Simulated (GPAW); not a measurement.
Input and output of a self-consistent single point for Mg₆TiZn (Amm2, 8 atoms in the cell) (GPAW).

Method of the run: LDA (Perdew-Wang 92), GPAW PAW datasets LDA (gpaw-data 1.0.1) (plane waves; GPAW 25.7.0).

```yaml
crystal:
  lattice:
    - [4.88910, 0.00000, 0.00000]
    - [0.00000, 3.12545, 5.42272]
    - [0.00000, -3.12545, 5.42272]
  atoms:
    - { symbol: Mg, position: [0.00000, 0.82956, 0.34396] }
    - { symbol: Mg, position: [0.00000, 0.34396, 0.82956] }
    - { symbol: Mg, position: [0.00000, 0.33280, 0.33280] }
    - { symbol: Mg, position: [0.50000, 0.67469, 0.15961] }
    - { symbol: Mg, position: [0.50000, 0.15961, 0.67469] }
    - { symbol: Mg, position: [0.50000, 0.16577, 0.16577] }
    - { symbol: Ti, position: [0.50000, 0.67404, 0.67404], spin: 1.0 }
    - { symbol: Zn, position: [0.00000, 0.81957, 0.81957] }
```
(The spins are starting values, not results.)

Reference input (self-consistent single point, DFT LDA (Perdew-Wang 92), plane waves, GPAW PAW datasets LDA (gpaw-data 1.0.1)): spinpol = true; mode = pw; ecut = 800 eV; xc = LDA; kpts = 4 4 4; mesh shift (steps) = 0 0 0; occupations.name = methfessel-paxton; occupations.width = 0.136 eV; occupations.order = 0; nbands = -12; convergence.density = 1e-05 e/electron; convergence.energy = 1e-05 eV/electron. This run's input differs from it in these lines:

```diff
@@ -24,3 +24,3 @@
             kpts={'size': (4, 4, 4), 'gamma': True},
-            occupations={'name': 'methfessel-paxton', 'width': 0.136, 'order': 0},
+            occupations={'name': 'methfessel-paxton', 'width': 0.03, 'order': 0},
             nbands=-12,
```

Output, abridged:

```
     iter     time        total  log10-change:  magmom
                         energy   eigst   dens
iter:   1 --:--:--   -20.540101                   +1.0058
iter:   2 --:--:--   -20.368600   -0.58  -1.43    +1.0313
iter:   3 --:--:--   -20.259004   -1.61  -1.53    +0.9924
iter:   4 --:--:--   -20.076331   -1.38  -1.58    +0.9534
iter:   5 --:--:--   -20.140942   -2.09  -1.91    +0.9275
iter:   6 --:--:--   -20.046372   -2.43  -2.05    +0.9549
iter:   7 --:--:--   -20.034368   -2.35  -2.29    +1.0007
iter:   8 --:--:--   -20.015899   -3.00  -2.49    +1.0356
iter:   9 --:--:--   -20.014532   -3.81  -3.05    +1.0274
   [... lines left out ...]
iter:  23 --:--:--   -20.013516c  -6.96  -4.23    +0.9777
iter:  24 --:--:--   -20.013521c  -7.14  -4.33    +0.9818
iter:  25 --:--:--   -20.013528c  -6.42  -4.30    +0.9990
iter:  26 --:--:--   -20.013524c  -7.11  -4.33    +0.9921
iter:  27 --:--:--   -20.013523c  -7.51c -4.48    +0.9886
iter:  28 --:--:--   -20.013525c  -6.66  -4.52    +0.9880
iter:  29 --:--:--   -20.013525c  -7.88c -4.73    +0.9886
iter:  30 --:--:--   -20.013523c  -7.37  -4.64    +0.9863
iter:  31 --:--:--   -20.013525c  -7.36  -4.82    +0.9918
iter:  32 --:--:--   -20.013523c  -7.80c -4.84    +0.9900
iter:  33 --:--:--   -20.013522c  -8.06c -5.01c   +0.9879
Converged after 33 iterations.

Dipole moment: (0.000000, -0.000000, -1.384672) |e|*Ang

Total magnetic moment: (0.000000, 0.000000, 0.987895)
Local magnetic moments:
   0 Mg ( 0.000000,  0.000000,  0.000786)
   1 Mg ( 0.000000,  0.000000,  0.000786)
   2 Mg ( 0.000000,  0.000000, -0.000671)
   3 Mg ( 0.000000,  0.000000,  0.001555)
   4 Mg ( 0.000000,  0.000000,  0.001555)
   5 Mg ( 0.000000,  0.000000,  0.001897)
   6 Ti ( 0.000000,  0.000000,  0.606723)
   7 Zn ( 0.000000,  0.000000, -0.003482)

Energy contributions relative to reference atoms: (reference = -104525.230864)

Kinetic:        -13.523159
Potential:      +22.672403
External:        +0.000000
XC:             -28.603219
Entropy (-ST):   -0.002848
Local:           -0.558123
SIC:             +0.000000
--------------------------
Free energy:    -20.014946
   [... lines left out ...]
Fermi level: 4.15313
No gap
   [... lines left out ...]
  2 Mg    0.00000    0.00000   -0.03961
  3 Mg    0.00000    0.02315   -0.03640
  4 Mg    0.00000   -0.02315   -0.03640
  5 Mg    0.00000    0.00000    0.04789
  6 Ti    0.00000    0.00000    0.15037
  7 Zn    0.00000    0.00000   -0.17429

Stress tensor:
     0.025823     0.000000     0.000000
     0.000000     0.017680     0.000000
     0.000000     0.000000     0.018644
Stress (GPa, Voigt): [4.1373 2.8326 2.987  0.     0.     0.    ]
```

The run converged in 33 iterations. GPAW prints stress with tension positive. Against the reference run the free energy goes up by 3.0 meV/atom, the pressure stays at -3.32 GPa, the largest force hardly changes (0.175 to 0.174 eV/Å) and the size of the net moment stays at 0.12 μB/atom.

The starting cell comes from a database of computed structures (which also holds hypothetical and non-ambient phases and stackings), without a prior relaxation at this level. With one magnetic atom in the cell only a parallel order is possible. With a pressure of about -3 GPa the cell is away from its equilibrium volume at this level.

Cost on one core of a shared machine: roughly 10 min.
